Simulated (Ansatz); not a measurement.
Results of dielectric-dependent PBEsol hybrid (Ansatz, a program for electronic structure, PAW) for GeSe₂ (I-42d, No. 122, 6 atoms in the cell; start mp-10074).

Settings: plane-wave cutoff 460 eV, 6×6×6 k mesh, Fermi–Dirac smearing 0.01 eV, scalar-relativistic PAW data made under PBE.

Cell (relaxed with PBEsol):

```yaml
crystal:
  lattice:
    - [-2.89533, 2.89533, 4.80214]
    - [2.89533, -2.89533, 4.80214]
    - [2.89533, 2.89533, -4.80214]
  atoms:
    - { symbol: Ge, position: [0.75000, 0.25000, 0.50000] }
    - { symbol: Ge, position: [0.00000, 0.00000, 0.00000] }
    - { symbol: Se, position: [0.62445, 0.62500, 0.49945] }
    - { symbol: Se, position: [0.37500, 0.87445, 0.99945] }
    - { symbol: Se, position: [0.12555, 0.12500, 0.50055] }
    - { symbol: Se, position: [0.87500, 0.37555, 0.00055] }
```

### Question
What does this level give for the band gap and smallest direct gap on the k points sampled?

### Answer

* **band gap**: 2.08 eV (on the SCF k mesh) (indirect)
* **smallest direct gap on the k points sampled**: 2.36 eV

Note: cell and atoms aren't relaxed at this level (pressure -0.8 GPa).

Spin–orbit coupling is not included.

Static lattice: no zero-point or thermal effects.

A start named mp-… is a Materials Project structure, which need not be a measured phase.
